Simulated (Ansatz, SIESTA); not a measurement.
An Ansatz (a first-principles code) input for a self-consistent single point of W (Im-3m, 1 atom in the cell) (DFT, LDA (PW92), plane waves, default PAW files made with PBE):

Ansatz 0.2 input:
```yaml
# W
crystal:
  lattice:
    - [-1.57771000, 1.57771000, 1.57771000]
    - [1.57771000, -1.57771000, 1.57771000]
    - [1.57771000, 1.57771000, -1.57771000]
  atoms:
    - { symbol: W, position_ang: [0.00000000, 0.00000000, 0.00000000] }
basis:
  ecutwfc: 420.0
kpoints:
  mp_grid: { grid: [19, 19, 19] }
hamiltonian:
  xc: lda
  pseudopotentials: { kind: paw }
scf:
  occupations: { method: gaussian, width: 0.272 }
output:
  forces: true
  eigenvalues: true
  stress: true
```

Question: Write the same calculation as an input for SIESTA.

Answer: This is the input that was run; spellings and numerical settings could be chosen otherwise.

```
# files in the folder: W.psml (PseudoDojo LDA standard)
SystemName  W
SystemLabel siesta

NumberOfAtoms                1
NumberOfSpecies              1
%block ChemicalSpeciesLabel
  1 74 W
%endblock ChemicalSpeciesLabel
LatticeConstant              1.0 Bohr
%block LatticeVectors
    -2.981439804    2.981439804    2.981439804
     2.981439804   -2.981439804    2.981439804
     2.981439804    2.981439804   -2.981439804
%endblock LatticeVectors
AtomicCoordinatesFormat      ScaledCartesian
%block AtomicCoordinatesAndAtomicSpecies
     0.000000000    0.000000000    0.000000000  1
%endblock AtomicCoordinatesAndAtomicSpecies

XC.functional                LDA
XC.authors                   PW92
PAO.BasisSize                DZP
PAO.EnergyShift              0.01 Ry
MeshCutoff                   400 Ry
%block kgrid.MonkhorstPack
   19   0   0  0.0
    0  19   0  0.0
    0   0  19  0.0
%endblock kgrid.MonkhorstPack
OccupationFunction           MP
OccupationMPOrder            0
ElectronicTemperature        3156.43 K

MaxSCFIterations             150
SCF.Mixer.Method             Broyden
SCF.Mixer.Weight             0.25
SCF.Mixer.History            8
SCF.DM.Tolerance             1.0E-05
Diag.ParallelOverK           true
WriteForces                  true
```

Basis, cutoffs, solver keys and any potentials are the target program's own. This input uses DFT, LDA PW92, numerical atomic orbitals DZP, PseudoDojo LDA standard norm-conserving potentials (rewritten from UPF to PSML). LDA parametrisations can differ slightly between programs. Both were run: pressure -6.31 GPa in Ansatz and -7.74 in SIESTA. Ansatz's pressure is the one without its finite-basis correction.

On SIESTA: the starting cell comes from a database of computed structures (which also holds hypothetical and non-ambient phases and stackings), without a prior relaxation at this level. Its lattice was rescaled by a random factor within 2.5 % of one. Spin polarisation is off. Values carry the incompleteness of an atom-centred basis. With a pressure of about -8 GPa the cell is away from its equilibrium volume at this level.

On Ansatz: the starting cell comes from a database of computed structures (which also holds hypothetical and non-ambient phases and stackings), without a prior relaxation at this level. Its lattice was rescaled by a random factor within 2.5 % of one. Spin polarisation is off. With a pressure of about -6 GPa the cell is away from its equilibrium volume at this level.
